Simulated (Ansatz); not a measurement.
TiAl, point defects

The reference is a 24-atom supercell of TiAl (space group P4/mmm, No. 123; a = 2.797 Å, c = 4.032 Å) at its relaxed geometry.

One neutral defect a cell, atoms relaxed at fixed cell.

All numbers come from PBEsol (Ansatz, a program for electronic structure; PAW; 420 eV plane waves; scalar-relativistic without spin-orbit coupling).

```tsv
change	pressure	largest displacement of a host atom from its site in the perfect cell
perfect supercell	0.0 GPa	–
Zn on a Ti site	-0.5 GPa	0.06 Å
Al interstitial (started 1.72 Å from the nearest host atom), symmetric start	8.5 GPa	0.69 Å
Li interstitial (started 1.72 Å from the nearest host atom)	4.2 GPa	0.27 Å
Ti vacancy, symmetric start	-1.1 GPa	0.03 Å
```

In so small a cell the defect repeats every few ångströms: this is an ordered compound, not a dilute defect. Defects with a symmetric start kept the site's symmetry and may sit on a saddle; the others started slightly shaken. All final runs are without spin polarisation.
